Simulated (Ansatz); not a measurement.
Terminations of the (111) surface of fcc Pd, measured from the surface 'clean 1x1'. Atoms come from or go to: Cr: bcc Cr, antiferromagnetic, Cu: fcc Cu, In: tetragonal indium, Ir: fcc Ir, Os: hcp Os, Pd: fcc Pd, Pt: fcc Pt, Sn: beta tin, Ti: hcp Ti, Zn: hcp Zn. ΔE is the energy of forming the row's surface from that one (negative: more stable at these reservoirs); the vacuum level's shift is aligned on the shared bottom. No zero-point or thermal terms. These are constructed structures in small cells; real faces may alloy, dewet or reconstruct in larger ones, and not all known structures of the face are among them. Slabs of about 11 Å with all that they carry, Fermi-Dirac smearing of 0.1 eV. Bottom of the slabs: a bare face, its two planes held. Relaxed from the named starts with such symmetry as they have, on meshes of like density; energies extrapolated to zero smearing; no spin-orbit coupling, no U. Spin-polarised runs, if any, are marked in brackets, and their order is one that fits the cell; the others ran without spin. A dash marks a value that is undefined for that row (no clear gap, or no work function of a gapped slab) or was not read reliably on its mesh.

The numbers are results of PBE (plane waves to 420 eV, PAW; Ansatz, a program for electronic structure), not measurements.

```
surface                                                                    atoms added per 1x1  ΔE per 1x1 (eV)  shift of the vacuum level (eV)  work function (eV)
------------------------------------------------------------------------  --------------------  ---------------  ------------------------------  ------------------
a pseudomorphic layer of In in the host's stacking                                       +1 In            -0.22                           -1.37                3.85
a pseudomorphic layer of Sn in the host's stacking                                       +1 Sn              ___                           -1.46                3.76
(√3x√3)R30° surface alloy, Pt on one Pd site of the top plane             -0.333 Pd, +0.333 Pt              ___                            0.18                5.40
a layer of Ti in place of the third plane                                         -1 Pd, +1 Ti            -1.28                            0.10                5.35
a pseudomorphic layer of Zn in the host's stacking                                       +1 Zn            -0.71                           -0.85                4.36
a pseudomorphic layer of Ir in the host's stacking                                       +1 Ir              ___                            0.44                5.65
a layer of Ir in place of the third plane                                         +1 Ir, -1 Pd              ___                           -0.09                5.15
a pseudomorphic layer of Cr in the host's stacking [spin, 3.1 μB a cell]                 +1 Cr              ___                           -0.90                4.31
a layer of Cu in place of the third plane                                         +1 Cu, -1 Pd            -0.14                            0.01                5.25
a layer of Os in place of the second plane                                        +1 Os, -1 Pd             0.48                           -0.60                4.63
a layer of Pt in place of the third plane                                         -1 Pd, +1 Pt            -0.07                            0.00                5.21
a pseudomorphic layer of Cr in the other hollow [spin, 3.3 μB a cell]                    +1 Cr             1.02                           -0.90                4.32
```

Q: What belongs in the gaps?

A: 
- a pseudomorphic layer of Sn in the host's stacking, ΔE per 1x1 (eV): 0.03
- (√3x√3)R30° surface alloy, Pt on one Pd site of the top plane, ΔE per 1x1 (eV): 0.00
- a pseudomorphic layer of Ir in the host's stacking, ΔE per 1x1 (eV): 0.62
- a layer of Ir in place of the third plane, ΔE per 1x1 (eV): 0.17
- a pseudomorphic layer of Cr in the host's stacking [spin, 3.1 μB a cell], ΔE per 1x1 (eV): 1.01
